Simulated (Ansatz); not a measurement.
## CdTe (Fm-3m, No. 225, 2 atoms in the cell; start mp-2388; high-pressure phase)

Method: r²SCAN+rVV10 in Ansatz (plane waves, PAW).

Run with plane-wave cutoff 500 eV, 12×12×12 k mesh, Fermi–Dirac smearing 0.05 eV, scalar-relativistic PAW data made under PBE.

Cell (relaxed at this level):

```
CELL_PARAMETERS angstrom
      0.00000     3.02264     3.02264
      3.02264     0.00000     3.02264
      3.02264     3.02264     0.00000
ATOMIC_POSITIONS crystal
  Cd 0.00000 0.00000 0.00000
  Te 0.50000 0.50000 0.50000
```

| Quantity | Result |
|---|---|
| band gap | none |

Note: the relaxation could not lower the start's symmetry, so the cell can be a saddle point above a distorted one.

Spin–orbit coupling is not included.

It cost very roughly 70 core-seconds of CPU time.

A start named mp-… is a Materials Project structure, which need not be a measured phase.

Ansatz is a first-principles code.
